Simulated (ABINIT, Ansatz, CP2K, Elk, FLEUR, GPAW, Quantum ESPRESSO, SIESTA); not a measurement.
GaN (F-43m, 2 atoms in the cell) computed with different codes at matched settings

Self-consistent single point.

```xyz
2
Lattice="0.0000 2.3020 2.3020 2.3020 0.0000 2.3020 2.3020 2.3020 0.0000" Properties=species:S:1:pos:R:3 pbc="T T T"
Ga     0.0000     0.0000     0.0000
N      3.4529     3.4529     3.4529
```

All programs got the same cell, k-point mesh and kind of occupations (some realise fixed ones as a very narrow smearing) (in Ansatz's words: kpoints.mp_grid.grid = 6 6 6; scf.occupations.method = fixed); potentials, basis and cutoffs are each program's usual ones.

| code | model | pressure (GPa) | gap on the mesh (eV) | k-points | cutoff |
|---|---|---|---|---|---|
| Ansatz | PBE, PAW files | -6.05 | 1.309 | 16 | default |
| FLEUR | PBE, all-electron FLAPW (FLEUR), scalar-relativistic valence | – | 1.299 | 16 | Kmax 4.7 1/bohr |
| Quantum ESPRESSO | PBE, GBRV 1.5 ultrasoft (PBE) pseudopotentials | -5.82 | 1.332 | 16 | 50 Ry |
| ABINIT | PBE, norm-conserving pseudopotentials (PseudoDojo nc-sr-05 PBE standard) | -5.69 | 1.341 | 16 | 42 Ha |
| GPAW | PBE, GPAW PAW datasets PBE (gpaw-data 1.0.1) | – | 1.409 | 16 | 950 eV |
| SIESTA | GGA PBE, numerical atomic orbitals DZP, PseudoDojo PBE standard norm-conserving potentials (rewritten from UPF to PSML) | -2.56 | 1.343 | 132 | grid 350 Ry |
| Elk | PBE, all-electron FP-LAPW, Elk's shipped species files, APW+lo basis with extra local orbitals | – | 1.286 | 22 | rgkmax 7.5 |
| CP2K | PBE, GPW, DZVP-MOLOPT-SR-GTH basis, GTH-PBE potentials (GTH_POTENTIALS) | -3.92 | 1.292 | 112 | grid 600 Ry |

A dash marks a value that a program does not give, or that is left out as unsure.

Gaps are read on the mesh.

The spread over the programs that give each value: pressure within 3.49 GPa; gap on the mesh within 0.123 eV.

The starting cell comes from a database of computed structures (which also holds hypothetical and non-ambient phases and stackings), without a prior relaxation at this level. Its lattice was rescaled by a random factor within 2.5 % of one. On Ansatz's run: In the base run, with a pressure of about -6 GPa the cell is away from its equilibrium volume at this level.

**Question.** Why do the programs differ, and what cannot be compared?

**Answer.** Differences of this kind can come from the potentials, where these differ, and from what each basis and cutoff leave unconverged. The valence holds different numbers of electrons (Ansatz (a quantum-chemistry and plane-wave program) 18, FLEUR 18, Quantum ESPRESSO 24, ABINIT 18, GPAW 8, SIESTA 18, CP2K 18). The zero of total energies and Fermi levels follows the potentials and each program's conventions, so they are not compared here. SIESTA and CP2K use small atom-centred bases, whose incompleteness enters pressures, forces and empty levels differently from a plane-wave cutoff. FLEUR and Elk treat all electrons, but the usual bases taken here (sphere radii, linearisation, local orbitals, empty states) were not tested for convergence, so the values are no reference for the others. Ansatz's pressure is given at a fixed set of plane waves, as the other plane-wave codes print theirs; with its correction for the finite basis it is -5.77 GPa (the shift of 0.28 GPa shows how far the cutoff is from converged). The pressure of GPAW is left out: its cutoff lies under the one at which its stress was checked. The programs reduce the same mesh by symmetry to different extents, which changes the work and not the result. In the pressure, SIESTA (by 3.26) and CP2K (by 1.90) lie more than 1 GPa from the median of the plane-wave programs.

Keys are those of Ansatz 0.2.
